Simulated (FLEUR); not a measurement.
Band structure of Mn₂Ge (P6_3/mmc, 6 atoms in the cell).

```
Mn2Ge
1.0
    4.14495     0.00000     0.00000
   -2.07248     3.58963     0.00000
    0.00000     0.00000     5.05503
Mn Ge
4 2
Cartesian
  0.00000   0.00000   2.52751
  0.00000   0.00000   0.00000
  2.07248   1.19654   1.26376
  0.00000   2.39309   3.79127
  2.07248   1.19654   3.79127
  0.00000   2.39309   1.26376
```
Moments meant for the start (each program seeds them in its own way; μB, in the order of the atoms Mn Mn Mn Mn Ge Ge): 4.0 4.0 4.0 4.0 0.0 0.0.

Level of theory: LDA (Vosko-Wilk-Nusair), all-electron FLAPW (FLEUR), scalar-relativistic valence in FLEUR.

Settings: Kmax = 3.8 1/bohr; GmaxXC = 11.4 1/bohr; xcFunctional = vwn; jspins = 2; l_soc = F; mode = hist; fermiSmearingEnergy = 0.00183747 Htr; mesh (inpgen div1-3) = 5 5 3; inpgen gamma flag = false; Gmax = 11.4 1/bohr; numbands = 0; maxIterBroyd = 15; imix = Anderson; alpha = 0.05.

The starting cell comes from a database of computed structures (which also holds hypothetical and non-ambient phases and stackings), without a prior relaxation at this level. Its lattice was rescaled by a random factor within 2.5 % of one. Values depend on the basis (sphere radii, cutoffs, local orbitals), which need not be converged.

Levels in eV from the Fermi level, bands 45 to 52 of the first spin channel:
```tsv
point	45	46	47	48	49	50	51	52
Γ	-0.56	-0.18	0.35	0.35	1.44	2.39	2.76	3.52
M	-0.71	-0.56	-0.55	-0.37	-0.31	0.30	0.57	1.46
K	-1.10	-0.79	-0.79	-0.32	-0.32	0.60	1.30	1.30
A	-0.35	-0.35	-0.35	-0.35	1.60	1.60	3.88	3.88
L	-0.87	-0.87	-0.58	-0.58	0.04	0.04	1.85	1.85
H	-0.78	-0.78	-0.30	-0.30	-0.25	-0.25	0.76	0.76
```
